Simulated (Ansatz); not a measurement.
We consider MgGaNO (model structure, started from the AlSiCN type, P3m1, No. 156, 4 atoms in the cell), described by HSE06+SOC in Ansatz (plane waves, PAW).

Settings: plane-wave cutoff 460 eV, 9×9×6 k mesh (along the axes of the cell as run), Fermi–Dirac smearing 0.01 eV, PAW data made under PBE.

Cell (relaxed with PBEsol):

```cif
data_GaMgNO
_chemical_formula_sum 'Ga1 Mg1 O1 N1'
_space_group_name_H-M_alt 'P3m1'
_space_group_IT_number 156
_space_group_name_Hall 'P 3 -2"'
_cell_length_a 3.23521
_cell_length_b 3.23521
_cell_length_c 5.16346
_cell_angle_alpha 90.000
_cell_angle_beta 90.000
_cell_angle_gamma 120.000
loop_
_atom_site_label
_atom_site_type_symbol
_atom_site_symmetry_multiplicity
_atom_site_Wyckoff_symbol
_atom_site_fract_x
_atom_site_fract_y
_atom_site_fract_z
_atom_site_occupancy
Ga1 Ga 1 b 0.33333 0.66667 0.50680 1
Mg1 Mg 1 c 0.66667 0.33333 0.00930 1
O1 O 1 b 0.33333 0.66667 0.12874 1
N1 N 1 c 0.66667 0.33333 0.60516 1
```

Problem. Give the computed band gap.

Solution. 
band gap: 3.37 eV (on the SCF k mesh)

Note: the relaxation could raise the start's symmetry but not lower it, so the cell can be a saddle point; cell and atoms aren't relaxed at this level (largest force component 0.02 eV/Å, pressure -0.6 GPa).

It cost very roughly 10 core-minutes of CPU time.

A model structure was made by putting elements into a prototype or built by hand; it is no filed structure, need not be a known phase, and can be a saddle point held by its symmetry.

Ansatz is a program for electronic structure.
